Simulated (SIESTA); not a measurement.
SIESTA run on ZnCo2 (P-3m1, 3 atoms in the cell): self-consistent single point.

Method: LDA PW92, numerical atomic orbitals DZP, PseudoDojo LDA standard norm-conserving potentials (rewritten from UPF to PSML) (SIESTA).

The change in words: lattice scaled by 0.98. Reference geometry:
```
CELL_PARAMETERS angstrom
      2.58727     0.00000     0.00000
     -1.29364     2.24064     0.00000
      0.00000     0.00000     6.24990
ATOMIC_POSITIONS crystal
  Zn 0.00000 0.00000 0.00000
  Co 0.33333 0.66667 0.65327
  Co 0.66667 0.33333 0.34673
```
Moments meant for the start (each program seeds them in its own way; μB, in the order of the atoms Zn Co Co): 0.0 3.0 3.0.

Reference input (self-consistent single point, DFT, LDA PW92, numerical atomic orbitals DZP, PseudoDojo LDA standard norm-conserving potentials (rewritten from UPF to PSML)): XC.functional = LDA; XC.authors = PW92; potentials = PseudoDojo LDA standard; PAO.BasisSize = DZP; PAO.EnergyShift = 0.005 Ry; MeshCutoff = 400 Ry; kgrid.MonkhorstPack = 10 10 4; OccupationFunction = MP; OccupationMPOrder = 0; ElectronicTemperature = 0.1 eV; Spin = polarized; DM.InitSpin = [1 +0.00, 2 +3.00, 3 +3.00]. This run's input differs from it in these lines:

```diff
@@ -10,7 +10,7 @@
 %endblock ChemicalSpeciesLabel
-LatticeConstant              2.587270 Ang
+LatticeConstant              2.535525 Ang
 %block LatticeVectors
      1.000000000    0.000000000    0.000000000
-    -0.500000000    0.866025193    0.000000000
-     0.000000000    0.000000000    2.415634626
+    -0.499999803    0.866024985    0.000000000
+     0.000000000    0.000000000    2.415634237
 %endblock LatticeVectors
@@ -19,4 +19,4 @@
      0.000000000    0.000000000    0.000000000  1
-    -0.000000500    0.577350417    1.578061632  2
-     0.500000500    0.288674776    0.837572994  2
+    -0.000000369    0.577350279    1.578061378  2
+     0.500000566    0.288674706    0.837572859  2
 %endblock AtomicCoordinatesAndAtomicSpecies
```

Output, abridged:

```
        iscf     Eharris(eV)        E_KS(eV)     FreeEng(eV)     dDmax    Ef(eV) dHmax(eV)
   scf:    1   -13716.715997   -13909.366988   -13909.393914  1.332439 -2.119703 72.797099
     spin moment: {S} , |S| = {        0.0        0.0    2.66301 }     2.66301
   scf:    2   -13986.260138   -13993.172682   -13993.179895  1.164732 -1.538960 12.947158
     spin moment: {S} , |S| = {        0.0        0.0    3.63328 }     3.63328
   scf:    3   -14000.356624   -13997.260035   -13997.266684  0.572623 -2.141936  7.378491
     spin moment: {S} , |S| = {        0.0        0.0    3.53686 }     3.53686
   [... lines left out ...]
     spin moment: {S} , |S| = {        0.0        0.0    2.82208 }     2.82208
   scf:   22   -14000.009154   -14000.009156   -14000.026385  0.000026 -3.403804  0.001226
     spin moment: {S} , |S| = {        0.0        0.0    2.82219 }     2.82219
   scf:   23   -14000.009156   -14000.009156   -14000.026385  0.000022 -3.403813  0.001164
     spin moment: {S} , |S| = {        0.0        0.0    2.82221 }     2.82221
   scf:   24   -14000.009154   -14000.009155   -14000.026385  0.000021 -3.403780  0.000905
     spin moment: {S} , |S| = {        0.0        0.0    2.82226 }     2.82226
SCF Convergence by DM+H criterion
max |DM_out - DM_in|         :     0.0000209061
max |H_out - H_in|      (eV) :     0.0009051813
SCF cycle converged after 24 iterations

Using DM_out to compute the final energy and forces

siesta: E_KS(eV) =           -14000.0092

siesta: E_KS - E_eggbox =    -14000.0092

siesta: Atomic forces (eV/Ang):
     1   -0.000000   -0.000000    0.000065
     2    0.000003   -0.000003   -0.262081
     3   -0.000003    0.000003    0.262016
   Tot   -0.000000    0.000000   -0.000000
   Max    0.262081
   Res    0.123531    sqrt( Sum f_i^2 / 3N )
   Max    0.262081    constrained

Stress tensor Voigt[x,y,z,yz,xz,xy] (kbar):      109.05      109.04      106.19        0.00        0.00       -0.00
(Free)E + p*V (eV/cell)   -14002.3270
Target enthalpy (eV/cell)   -14000.0264

   [... lines left out ...]
siesta: FreeEng =    -14000.026385
siesta: Cell volume =         34.100857 Ang**3
siesta:        -108.09240373       -100.38386307  kBar
   [... lines left out ...]
              0.149   0.693   0.662   0.751   0.662   0.693  -0.101  -0.071

             -0.088  -0.071  -0.101

mulliken: Qtot =       25.589

Mulliken Atomic Populations:
Atom #   charge [q] valence [e]      Sz [e]  Species
     1    -0.287699   20.287699   -0.107322  Zn
     2     0.143865   16.856135    1.464800  Co
     3     0.143834   16.856166    1.464780  Co
 Total    -0.000000                2.822258
```

The run converged in 24 iterations. Against the reference run the free energy drops by 67.8 meV/atom, the pressure goes from -19.42 to -10.81 GPa, the largest force goes from 0.438 to 0.262 eV/Å and the size of the net moment goes from 1.00 to 0.94 μB/atom.

The starting cell comes from a database of computed structures (which also holds hypothetical and non-ambient phases and stackings), without a prior relaxation at this level. Its lattice was rescaled by a random factor within 2.5 % of one. For this run, on top of that: lattice scaled by 0.98. The magnetic order is the one reached from the typed start; others were not searched systematically. Values carry the incompleteness of an atom-centred basis. With a pressure of about -11 GPa the cell is away from its equilibrium volume at this level.

Cost on one core of a shared machine: roughly 2 min.
